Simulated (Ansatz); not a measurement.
## CsCl-type SrO (model structure)

These are r²SCAN-D4 in Ansatz (PAW) values and carry that method's errors.

Numerical settings: plane-wave cutoff 500 eV, 14×14×14 k mesh, Fermi–Dirac smearing 0.05 eV, scalar-relativistic PAW data made under PBE.

Cell (relaxed at this level):

```
CELL_PARAMETERS angstrom
      3.09521     0.00000     0.00000
      0.00000     3.09521     0.00000
      0.00000     0.00000     3.09521
ATOMIC_POSITIONS crystal
  Sr 0.00000 0.00000 0.00000
  O  0.50000 0.50000 0.50000
```

- band gap = 3.31 eV (on the SCF k mesh)

Note: the relaxation could raise the start's symmetry but not lower it, so the cell can be a saddle point.

Spin–orbit coupling is not included.

Computed values are for the static lattice.

It cost about 30 core-seconds (a rough figure) of CPU time.

A model structure was made by putting elements into a prototype or built by hand; it is no filed structure, need not be a known phase, and can be a saddle point held by its symmetry.

Ansatz is a program for electronic structure.
